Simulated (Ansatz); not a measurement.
A self-consistent single point of Sr₂GaSi (Amm2, 4 atoms in the cell) with Ansatz (a first-principles code)

Level of theory: LDA (PW92), default PAW files made with PBE (plane waves; Ansatz).

Input as run:

Ansatz 0.2 input:
```yaml
# Sr2GaSi
crystal:
  lattice:
    - [4.243563, 0.000000, 0.000000]
    - [0.000000, 2.368499, 5.909119]
    - [0.000000, -2.368499, 5.909119]
  atoms:
    - { symbol: Sr, position: [0.500000, 0.643471, 0.643471] }
    - { symbol: Sr, position: [0.000000, 0.358780, 0.358780] }
    - { symbol: Ga, position: [0.500000, 0.938400, 0.938400] }
    - { symbol: Si, position: [0.000000, 0.063590, 0.063590] }
basis:
  ecutwfc: 420.0 eV
kpoints:
  mp_grid:
    grid: [8, 8, 8]
hamiltonian:
  xc: lda
  pseudopotentials:
    kind: paw
scf:
  occupations:
    method: gaussian
    width: 0.1 eV
output:
  forces: true
  eigenvalues: true
  stress: true
```

Log, with long lists cut:

```
WARN ansatz: RAYON_NUM_THREADS=1 ignored (pool sized by the plan → 1); use --threads N
Pseudopotentials: kind: paw
Pseudopotential: Sr, paw, valence charge 10
Pseudopotential: Ga, paw, valence charge 13
Pseudopotential: Si, paw, valence charge 4
Crystal: 4 atoms, lattice volume = 118.784 Å³
Basis set: ecut = 420 eV, 2319 PW (Γ)
Bands: 23, of which v1, the nominal top of the filled ones, is band 19 counted from 1 (18 counted from 0)
Symmetry: 4 space group operations
Space group: Amm2 (ITA 38), of the structure as read, at distance tolerance 4.9e-5 Å
k-points: 105 of 512 (time reversal used)
PAW frozen core: Sr, regenerated for the run's functional, and the local potential with it
PAW frozen core: Ga, regenerated for the run's functional, and the local potential with it
PAW frozen core: Si, regenerated for the run's functional, and the local potential with it
Initial density: superposition of atomic densities (neutral atoms: chi_scale 0, normalization atom), corrected by the library's trained network
Initial wavefunctions: pseudopotential atomic-orbital guess
Eigensolver: davidson
Functional: x = slater, c = lda
SCF iter   1: F=—  HF=-11206.191345 eV  |F-HF|=—  |Δ(HF+E_count)|=         —  Δρ=4.98e-3  dr2=1.80e-2  ethr=1.77e-3  ⟨swp⟩=8.8  Hψ=14089  notcnv=0
all-band conjugate gradients solve this SCF's bands
preconditioner: auto → Kerker (q_TF=auto, 2.246 Å⁻¹)
SCF iter   2: F=—  HF=-11206.188821 eV  |F-HF|=—  |Δ(HF+E_count)|=   2.52e-3  Δρ=2.73e-3  dr2=6.82e-3  ethr=4.86e-5  ⟨swp⟩=2.8  Hψ=5041  notcnv=0  defer=3
SCF iter   3: F=—  HF=-11206.187440 eV  |F-HF|=—  |Δ(HF+E_count)|=   1.38e-3  Δρ=4.88e-4  dr2=4.91e-4  ethr=1.84e-5  ⟨swp⟩=2.5  Hψ=4120  notcnv=0  defer=3
SCF iter   4: F=—  HF=-11206.187402 eV  |F-HF|=—  |Δ(HF+E_count)|=   3.82e-5  Δρ=2.81e-4  dr2=1.23e-4  ethr=1.33e-6  ⟨swp⟩=2.0  Hψ=3501  notcnv=0  defer=3
SCF iter   5: F=—  HF=-11206.187324 eV  |F-HF|=—  |Δ(HF+E_count)|=   7.81e-5  Δρ=1.22e-4  dr2=2.98e-5  ethr=3.32e-7  ⟨swp⟩=2.0  Hψ=3482  notcnv=0  defer=3
SCF iter   6: F=—  HF=-11206.187316 eV  |F-HF|=—  |Δ(HF+E_count)|=   7.90e-6  Δρ=4.14e-5  dr2=4.51e-6  ethr=8.04e-8  ⟨swp⟩=2.2  Hψ=3760  notcnv=0  defer=3
SCF iter   7: F=—  HF=-11206.187315 eV  |F-HF|=—  |Δ(HF+E_count)|=   8.11e-7  Δρ=7.49e-6  dr2=2.07e-7  ethr=1.22e-8  ⟨swp⟩=2.0  Hψ=2797  notcnv=0  defer=3
SCF iter   8: F=-11206.187315 eV  HF=-11206.187315 eV  |F-HF|=1.09e-8  |Δ(HF+E_count)|=   1.72e-8  Δρ=3.10e-6  dr2=2.05e-8  ethr=2.70e-10  ⟨swp⟩=7.6  Hψ=12139  notcnv=0
SCF 1 converged in 8 iterations: F = -11206.187315 eV  dr2 = 2.05e-8
SCF converged after 8 iterations
Free energy (F): -11206.187315 eV
Harris-Foulkes:  -11206.187315 eV  (|F-HF|=1.09e-8)
Internal energy: -11206.177743 eV  (E = F + TS)
E sigma→0 (E₀):  -11206.182529 eV
Entropy (-TS):   -0.009572 eV (-2.393 meV/atom)
Fermi energy:    6.991519 eV
--- Per-component energies (eV) ---
  E_band       = -269.785458
  E_kinetic    = 644.050662
  E_local      = -3698.546332  (includes V_loc(G=0)·N_el)
  E_nonlocal   = 862.734684
  E_hartree    = 1423.803553
  E_xc         = -465.321317
  E_vxc        = -427.342180  (∫ρ·V_xc dr)
  E_paw        = -7589.879076  (= ΣΔE_a)
  E_vpaw       = -498.285923  (= ΣTr[D̂ρ^β])
  E_aug_tail   = -0.000110  (compensation charges beyond the density's cutoff)
  E_ewald      = -2385.420888
  E_core_change = 2.401081  (= ΣΔE_core)
  E_smearing   = -0.009572  (= −TS)
  E_closure    = 0.000000  (closes the sum)
  Σ components = -11206.187315   (vs F -11206.187315, Δ=0.00e0)
--- Forces (eV/Å), atoms counted from 1 ---
  atom   1  Sr     0.00000000     0.00000000    -0.25993780
  atom   2  Sr     0.00000000     0.00000000     0.16904391
  atom   3  Ga     0.00000000     0.00000000     0.12871689
  atom   4  Si     0.00000000     0.00000000    -0.03780991
  max |Σ_I F_I| component: 1.31e-5 eV/Å
--- Stress (GPa, compression-positive) ---
       -3.304743       0.000000       0.000000
        0.000000      -3.242578       0.000000
        0.000000       0.000000      -3.016728
  P = ⅓ Tr σ = -3.1880 GPa (-31.880 kbar)
  The stress holds the Pulay correction. Without it, at fixed plane waves, as pw.x and ABINIT print it: P = -3.2002 GPa
--- Band table (eV; the first three rows and the last of 105) ---
  k-point 0: bands = ["-28.4326", "-28.3732", "-10.6210", "-10.5203", "-10.4699", "-10.4224", "-10.3410", "-10.3399", "-7.3674", "-7.3465", "-7.3431", "-7.3221", "-7.3190", "-1.4893", "2.7117", "5.4181", "5.9457", "6.3157", "7.1722", "8.4731", [...]
  k-point 1: bands = ["-28.4319", "-28.3736", "-10.6169", "-10.5304", "-10.4663", "-10.4319", "-10.3428", "-10.3420", "-7.3668", "-7.3471", "-7.3414", "-7.3235", "-7.3177", "-1.4164", "2.7648", "4.9874", "6.2369", "6.2729", "7.2044", "8.3636", [...]
  k-point 2: bands = ["-28.4300", "-28.3745", "-10.6112", "-10.5541", "-10.4567", "-10.4481", "-10.3506", "-10.3469", "-7.3653", "-7.3476", "-7.3382", "-7.3253", "-7.3163", "-1.2365", "2.8972", "4.5018", "6.1598", "6.3318", "6.9870", "8.2253", [...]
  k-point 104: bands = ["-28.4221", "-28.3723", "-10.6533", "-10.6303", "-10.4963", "-10.4202", "-10.3715", "-10.3654", "-7.3604", "-7.3452", "-7.3351", "-7.3260", "-7.3117", "0.3093", "1.0423", "4.6048", "4.8785", "6.5311", "7.2766", "8.5715", [...]
```

The run converged in 8 iterations.

The starting cell comes from a database of computed structures (which also holds hypothetical and non-ambient phases and stackings), without a prior relaxation at this level. Its lattice was rescaled by up to half a per cent. One atom was moved a little off its site on purpose. With a pressure of about -3 GPa the cell is away from its equilibrium volume at this level. Ansatz's pressure includes its estimate of the finite-basis (Pulay) stress.
